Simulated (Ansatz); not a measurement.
## CdSe: pressure series

The reference is CdSe in the wurtzite structure (space group P6_3mc, No. 186; a = 4.3827 Å, c = 7.1545 Å).

Cell and atoms are relaxed at each pressure.

The values are results of PBE (Ansatz, a first-principles code), no spin-orbit coupling, not measurements.

| pressure (GPa) | band gap (eV) |
|---|---|
| -1 | 0.49 |
| 0 | 0.54 |
| 0.3 | 0.56 |
| 0.7 | 0.58 |
| 1.5 | 0.61 |
| 3 | 0.67 |
| 5 | 0.74 |
| 7.5 | ? |
| 10 | 0.87 |

Q: Fit E_g = E₀ + αP + βP² to the rows shown and predict the withheld row.

A: Least squares on the printed values gives E₀ = 0.54 eV, α = 47.3 meV/GPa, β = -1.5 meV/GPa² (largest residual 0.01 eV); this predicts 0.81 eV, and the run gives 0.81 eV, in agreement.

Load acts through the strain it causes; cell and atoms are relaxed under it. Stability against distortions was not tested. Measured, CdSe leaves this structure (for rock salt) near 2.72 GPa (temperature not stated; as listed in Datta, Sujoy, Jana, Debnarayan, arXiv (2020)), on rising pressure, with hysteresis.
